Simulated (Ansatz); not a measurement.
Where the default PAW files enter, the runs use the earlier of Ansatz's two default sets.

Evanescent states of ZnS (P6_3mc, wurtzite, 4 atoms a cell, 19.6 Å³ an atom) along the normal of (001)

The numbers are results of r2SCAN (plane waves, PAW; Ansatz, a first-principles code), not measurements.

The gap is the functional's own. No spin-orbit coupling. Mid-gap values are those at the computed energy nearest the middle.

Energies count from the valence-band top; κ is the least over a 12×12 mesh across the current.

```tsv
E (eV)	κ (1/Å)	where
0.07	0.077	Γ
0.21	0.105	Γ
0.35	0.125	Γ
0.49	0.139	Γ
0.63	0.151	Γ
0.77	0.160	Γ
0.91	0.167	Γ
1.05	0.171	Γ
1.19	0.174	Γ
1.33	0.176	Γ
1.47	0.176	Γ
1.61	0.174	Γ
1.75	0.170	Γ
1.89	0.165	Γ
2.03	0.157	Γ
2.17	0.147	Γ
2.31	0.134	Γ
2.45	0.116	Γ
2.59	0.092	Γ
2.73	0.050	Γ
```

Question: How thick must the barrier be to attenuate the transmission by 10^4 when the electrodes' Fermi level lies at 2.03 eV, and what attenuation does that film give at 0.49 eV?

Answer: d = 4 ln 10 / (2 × 0.157) = 29.3 Å. At 0.49 eV it gives 4 × 0.139/0.157 = 3.5 decades.
